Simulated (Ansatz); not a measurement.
Structure of amorphous In24O37Mg (periodic cell):

```
CELL_PARAMETERS angstrom
      9.86269    -0.26892    -0.19120
     -0.26892     9.86086     0.21886
     -0.19120     0.21886     8.99526
ATOMIC_POSITIONS crystal
  In 0.21769 0.51518 0.71744
  In 0.81617 0.95174 0.55300
  In 0.87883 0.63738 0.68524
  In 0.54630 0.26517 0.16891
  In 0.00715 0.20766 0.68958
  In 0.52902 0.69340 0.61352
  In 0.95611 0.17152 0.28940
  In 0.34587 0.16511 0.76880
  In 0.74172 0.34475 0.54758
  In 0.95762 0.80424 0.28547
  In 0.86839 0.36249 0.96321
  In 0.47432 0.49488 0.92269
  In 0.70736 0.07916 0.86925
  In 0.37236 0.39486 0.46438
  In 0.30346 0.74249 0.26404
  In 0.16747 0.85459 0.62022
  In 0.43863 0.84153 0.92359
  In 0.21310 0.31780 0.05092
  In 0.62645 0.90832 0.24966
  In 0.08688 0.99594 0.97892
  In 0.76199 0.74390 0.97902
  In 0.09432 0.66546 0.99611
  In 0.61491 0.57566 0.30355
  In 0.30437 0.09217 0.34083
  O  0.96901 0.78904 0.51482
  O  0.48998 0.06636 0.24141
  O  0.70763 0.56686 0.55548
  O  0.75416 0.14019 0.64479
  O  0.10316 0.64497 0.24066
  O  0.02435 0.36272 0.13596
  O  0.08666 0.67079 0.75428
  O  0.89388 0.39340 0.72214
  O  0.26059 0.52998 0.96862
  O  0.41255 0.27842 0.96247
  O  0.13475 0.10991 0.17124
  O  0.96518 0.83168 0.05200
  O  0.48416 0.75345 0.15521
  O  0.42821 0.60968 0.40894
  O  0.71357 0.22922 0.03278
  O  0.17018 0.45235 0.50274
  O  0.81762 0.83102 0.75793
  O  0.23000 0.89178 0.39543
  O  0.58023 0.36113 0.39147
  O  0.34354 0.18940 0.54103
  O  0.34651 0.75989 0.70432
  O  0.42897 0.47287 0.69099
  O  0.57443 0.68231 0.85577
  O  0.76572 0.70984 0.22553
  O  0.88641 0.34454 0.38447
  O  0.66259 0.91932 0.01786
  O  0.62499 0.85514 0.48228
  O  0.17460 0.30231 0.80591
  O  0.33178 0.30732 0.25167
  O  0.17072 0.01741 0.76777
  O  0.01053 0.08755 0.51008
  O  0.49440 0.02818 0.81281
  O  0.93360 0.13614 0.90267
  O  0.83426 0.98872 0.30124
  O  0.24341 0.83892 0.03019
  O  0.88418 0.57720 0.93912
  O  0.60492 0.47141 0.10431
  Mg 0.04423 0.46564 0.33092
```

Methods: PBE, scalar-relativistic without spin-orbit coupling (Ansatz, a quantum-chemistry and plane-wave program); r2SCAN, scalar-relativistic without spin-orbit coupling (Ansatz); HSE06, scalar-relativistic without spin-orbit coupling (Ansatz). Neutral PBE cell, which sets geometry, pressure and energy: sampling: a 2×2×2 Γ-centred mesh; Fermi-Dirac width 0.02 eV; no spin polarisation. Exact exchange is cut at the faces of this 9 Å cell, which leaves hybrid gaps a finite-size error.

Preparation: random packing, a CHGNet melt and quench, and a DFT relaxation. O atoms were pushed apart under 1.9 Å during the dynamics, to hinder bonds among them. The hot cell started wider than the set density and was brought back towards it in steps. It is the lowest in DFT energy of 2 quenches. It is a model cell: composition and starting density were chosen by hand, and all elements were melted together. No dispersion term was used. Its density started from a set value of 6.41 and ended at 6.41 g/cm³. Cooling (nominally 280 K/ps over its main leg) ran many orders faster than in experiment, which tends to leave more defects and strain. Values belong to this one cell and scatter from quench to quench. The volume was held where the preparation left it and the shape relaxed.

Q: Give the pressure and the spacing of the highest filled and lowest empty levels.

A: 
The pressure on a 2×2×2 Γ-centred mesh is 1.72 GPa, the largest force and stress component on that mesh (the relaxation ran on the zone centre alone) is 0.09 eV/Å and 1.8 GPa and the level gap on a 2×2×2 Γ-centred mesh (PBE) is 0.60 eV. The level gap at the zone centre (PBE) is 0.60 eV and the level gap at the zone centre (r2SCAN) is 1.06 eV. The level gap at the zone centre (HSE06) is 2.04 eV and the distance between the nearest levels spread over more than a fifth of the atoms or a third of the atoms of their main element (six at least) (PBE, zone centre) comes out as 0.73 eV.

Q: At PBE and the zone centre, how localised are the states just below and above the Fermi level (participation number: the atoms over which a state spreads)?

A: The highest filled state is spread over 6.8 atoms' worth, largest on O41, with weights by element (charge in smoothed Voronoi cells) O 0.95, In 0.05, Mg 0.00. The lowest empty state is spread over 59.4 atoms' worth, largest on In7, with weights by element (charge in smoothed Voronoi cells) O 0.54, In 0.44, Mg 0.02.

At PBE the levels at the filled edge of the gap are localised (band-tail or defect states).

Bonds are counted up to In-In 3.12 Å, In-O 2.74 Å, In-Mg 3.16 Å, O-O 1.58 Å, O-Mg 2.48 Å, Mg-Mg 3.19 Å. Two cations that share two anions don't count as bonded, nor two that share one unless they lie closer than In-In 3.04 Å, In-Mg 3.07 Å, Mg-Mg 3.10 Å.

Added carriers, by PBE, scalar-relativistic without spin-orbit coupling run with Ansatz on the zone centre alone. Charged cells keep the cell fixed and stand in a uniform background, with no image correction, at a width of 0.01 eV; where the count is odd the moment is locked at 1 μB, unless the neutral cell bore moments. Each starts from the undistorted neutral geometry alone. PBE's self-interaction favours spread-out carriers, so it can miss traps that a hybrid finds.

Q: What happens at PBE when the cell takes an extra electron and the atoms relax?

A: Relaxation lowers the charged cell by 0.00 eV. The largest moves are O49 0.01 Å, O33 0.01 Å, O61 0.01 Å, In12 0.01 Å. The level that holds the added charge spreads over 59.5 atoms' worth, most on In7 (weight 0.03): a carrier spread over the cell. No bond crosses its cut-off with a change of over 0.15 Å (metal-metal contacts aside). Made neutral again at that geometry, the cell lies +0.00 eV from the neutral start (a closed shell was imposed there, with levels 0.58 eV apart, so this is an upper bound).

Q: What happens at PBE when the cell takes a hole and the atoms relax?

A: Relaxation lowers the charged cell by 0.07 eV. The largest moves are O41 0.07 Å, O48 0.05 Å, In17 0.05 Å, In7 0.05 Å. The level that was emptied spreads over 10.3 atoms' worth, most on O41 (weight 0.18): a partly localised carrier. No bond crosses its cut-off with a change of over 0.15 Å (metal-metal contacts aside). Made neutral again at that geometry, the cell lies +0.12 eV from the neutral start (a closed shell was imposed there, with levels 0.32 eV apart, so this is an upper bound).
